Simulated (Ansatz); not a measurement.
# A computed series for HgS: response to strain

The parent structure is HgS in the zinc blende structure (space group F-43m, No. 216; a = 5.812 Å). Axes: x, y, z lie along the cube axes.

Strains are applied to the cell and any free atomic positions relax.

All numbers come from DFT with LDA, PAW potentials and a 420 eV plane-wave cutoff in Ansatz (a program for electronic structure), spin-orbit coupling left out.

Notes on the quantities. energy relative to the base: free energy F; pressure: mean of the normal stresses, compression positive.

```
case                            energy relative to the base  pressure  volume per atom
------------------------------  ---------------------------  --------  ---------------
base                                             0 meV/atom   0.0 GPa         24.54 Å³
uniaxial strain ε_zz = −2.50 %                +3.8 meV/atom   1.8 GPa         23.93 Å³
uniaxial strain ε_zz = −2.00 %                +2.4 meV/atom   1.4 GPa         24.05 Å³
uniaxial strain ε_zz = −1.50 %                +1.4 meV/atom   1.0 GPa         24.17 Å³
uniaxial strain ε_zz = −1.00 %                +0.6 meV/atom   0.7 GPa         24.29 Å³
uniaxial strain ε_zz = −0.50 %                +0.2 meV/atom   0.3 GPa         24.42 Å³
uniaxial strain ε_zz = +0.50 %                +0.1 meV/atom  -0.3 GPa         24.66 Å³
uniaxial strain ε_zz = +1.00 %                +0.6 meV/atom  -0.7 GPa         24.79 Å³
uniaxial strain ε_zz = +1.50 %                +1.3 meV/atom  -1.0 GPa         24.91 Å³
uniaxial strain ε_zz = +3.00 %                +5.3 meV/atom  -1.9 GPa         25.28 Å³
```

The mesh was chosen for an insulator and is coarse for the gapless case. Whether these cells are dynamically stable was not tested. All final runs are without spin polarisation.
